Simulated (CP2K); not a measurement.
# Convergence study of shifted k-point meshes for KHgF3 (Cmm2, 5 atoms in the cell)

```xyz
5
Lattice="4.5190 0.0000 0.0000 -0.0086 4.5190 0.0000 0.0000 0.0000 4.5108" Properties=species:S:1:pos:R:3 pbc="T T T"
K      0.0000     0.0000     2.3054
Hg     2.2552     2.2595     0.0000
F     -0.0043     2.2595     0.0000
F      2.2595     0.0000     0.0000
F      2.2552     2.2595     2.2554
```

Level of theory: LDA (Pade form), GPW, DZVP-MOLOPT-SR-GTH basis, GTH-PADE potentials (GTH_POTENTIALS) (CP2K 2026.2).

Base settings: CUTOFF = 550 Ry; REL_CUTOFF = 60 Ry; KPOINTS/SCHEME = MONKHORST-PACK 3 3 3; XC_FUNCTIONAL = PADE; K/BASIS_SET = DZVP-MOLOPT-SR-GTH-q9; K/POTENTIAL = GTH-PADE-q9; Hg/BASIS_SET = DZVP-MOLOPT-SR-GTH-q12; Hg/POTENTIAL = GTH-PADE-q12; F/BASIS_SET = DZVP-MOLOPT-SR-GTH-q7; F/POTENTIAL = GTH-PADE-q7.

Shifted meshes do not hold Γ, so a gap read on them misses any band edge there.

Only quantities that move along the ladder and can be compared are tabulated.

The starting cell comes from a database of computed structures (which also holds hypothetical and non-ambient phases and stackings), without a prior relaxation at this level. Its lattice was rescaled by up to half a per cent. One atom was moved a little off its site on purpose. Spin-orbit coupling is off. Values carry the incompleteness of an atom-centred basis.

Steps (KPOINTS/SCHEME): MACDONALD 1 1 1 0.5 0.5 0.5; MONKHORST-PACK 2 2 2; MACDONALD 3 3 3 0.1666666667 0.1666666667 0.1666666667; MONKHORST-PACK 4 4 4; MACDONALD 5 5 5 0.1 0.1 0.1; MONKHORST-PACK 6 6 6; MACDONALD 7 7 7 0.07142857143 0.07142857143 0.07142857143; MONKHORST-PACK 8 8 8; MACDONALD 9 9 9 0.05555555556 0.05555555556 0.05555555556; MONKHORST-PACK 10 10 10; MACDONALD 11 11 11 0.04545454545 0.04545454545 0.04545454545; MONKHORST-PACK 12 12 12.

### Question
What is the coarsest KPOINTS/SCHEME that holds the free energy within 2 meV/atom of the last step, with all finer ones?

### Answer
MACDONALD 3 3 3 0.1666666667 0.1666666667 0.1666666667; the step before is off by 30 meV/atom.

### Question
What is the coarsest KPOINTS/SCHEME that holds the forces within 0.005 eV/Å of the last step, with all finer ones?

### Answer
MONKHORST-PACK 2 2 2; the step before is off by 0.020 eV/Å.

### Question
What is the coarsest KPOINTS/SCHEME that holds the pressure within 0.5 GPa of the last step, with all finer ones?

### Answer
MONKHORST-PACK 2 2 2; the step before is off by 14 GPa.

```csv
KPOINTS/SCHEME,free energy less the last step's (meV/atom),pressure (GPa),largest difference of a force vector from the last step's (eV/Å),gap on the mesh (eV)
MACDONALD 1 1 1 0.5 0.5 0.5,616.51,11.32,0.020,5.463
MONKHORST-PACK 2 2 2,29.86,-2.25,0.001,4.071
MACDONALD 3 3 3 0.1666666667 0.1666666667 0.1666666667,-0.12,-2.53,0.000,1.555
MONKHORST-PACK 4 4 4,-0.07,-2.51,0.000,1.450
MACDONALD 5 5 5 0.1 0.1 0.1,0.00,-2.51,0.000,0.764
MONKHORST-PACK 6 6 6,0.00,-2.51,0.000,0.794
MACDONALD 7 7 7 0.07142857143 0.07142857143 0.07142857143,0.00,-2.51,0.000,0.500
MONKHORST-PACK 8 8 8,0.00,-2.51,0.000,0.541
MACDONALD 9 9 9 0.05555555556 0.05555555556 0.05555555556,0.00,-2.51,0.000,0.383
MONKHORST-PACK 10 10 10,0.00,-2.51,0.000,0.419
MACDONALD 11 11 11 0.04545454545 0.04545454545 0.04545454545,0.00,-2.51,0.000,0.321
MONKHORST-PACK 12 12 12,0.00,-2.51,0.000,0.351
```

The gap on the mesh jumps up and down from mesh to mesh; it is no smooth measure of convergence.
